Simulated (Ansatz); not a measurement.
# Hypothetical CsCl type NaI: element substitutions

The parent structure is NaI in the CsCl type structure (space group Pm-3m, No. 221; a = 4.062 Å; a hypothetical phase, not in the database extracts checked).

Each row replaces one element on all its sites; cell and atoms are relaxed.

Levels (all Ansatz, a quantum-chemistry and plane-wave program, PAW): PBE (420 eV, no spin-orbit coupling); r2SCAN (500 eV, no spin-orbit coupling).

The base cell above is that of PBE; each level relaxes its own structures.

| case | lattice parameter a, PBE | lattice parameter a, r2SCAN |
|---|---|---|
| I → Se | 356.2 pm | 353.0 pm |
| Na → Y | 379.3 pm | 379.0 pm |
| I → Sb | 375.6 pm | 372.6 pm |

PBE lies above r2SCAN in every row, by 0.3 pm to 3.2 pm. They put the cases in the same order.

Stability against distortions was not tested. As relaxed here, NaSe, YI and NaSb are hypothetical phases, not in the database extracts checked. All final runs are without spin polarisation. An odd electron count without spin: NaSe.
